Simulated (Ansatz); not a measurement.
The starting structures come from a database of crystals and need not be the phases stable at ambient conditions.

Inside the gap of an insulator the Bloch states are evanescent, with a wavenumber k + iκ along the transport direction.

Input:

```xyz
14
Lattice="7.2725 0.0000 0.0000 0.0000 10.2849 0.0000 3.6363 5.1425 3.6363" Properties=species:S:1:pos:R:3 pbc="T T T"
Li     3.6363     3.8568     1.8181
Li     5.4544     1.2856     0.0000
Li     7.2725     8.9993     1.8181
Li     1.8181     1.2856     0.0000
Zn     0.0000     5.1425     0.0000
Zn     3.6363     7.7137     0.0000
Cl     5.5021     9.0330     0.0000
Cl     7.2725     6.4618     1.8658
Cl     1.7704     9.0330     0.0000
Cl     3.6363    11.6043     1.7704
Cl     3.6363     6.3943     1.8658
Cl     1.8658     3.8231     0.0000
Cl     7.2725    11.5368     1.7704
Cl     5.4067     3.8231     0.0000
```

Space group of this cell: Fd-3m, spinel. The cell is taken as given.

Transport runs along the normal of the first two printed cell vectors, the (110) plane of the conventional cell.

The gap is the functional's own. No spin-orbit coupling. Mid-gap values are interpolated on the energy grid.

Task: State the band gap and the smallest decay constant κ at mid-gap according to r2SCAN run with Ansatz (a first-principles code).

Result: Gap 4.96 eV on a 8×8×8 mesh; κ = 0.348 1/Å, at the zone centre.
